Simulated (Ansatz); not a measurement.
Take Li (space group R-3m, No. 166; a = 3.0615 Å, c = 22.4110 Å (hexagonal axes)) as the base.

The values are results of Ansatz (a program for electronic structure) PBEsol, spin-orbit coupling left out, not measurements.

One change was made to it. Results:

The c/a ratio grows by 0.072 to 7.392; the shortest interatomic distance falls by 0.241 Å (3.053 Å → 2.812 Å).

Q: Name the change that was made.
(A) pressure 0.7 GPa
(B) pressure 5 GPa
(C) pressure −1 GPa
(D) pressure 10 GPa
(E) pressure 1.5 GPa

A: B, pressure 5 GPa. For comparison, the c/a ratio in the other runs: pressure −1 GPa gives 7.372; pressure 10 GPa gives 7.406; pressure 1.5 GPa gives 7.383; pressure 0.7 GPa gives 7.381.

Load acts through the strain it causes; cell and atoms are relaxed under it. Stability against distortions was not tested. No other phases were tried under pressure. This is not the structure that Li has at room temperature and ambient pressure.
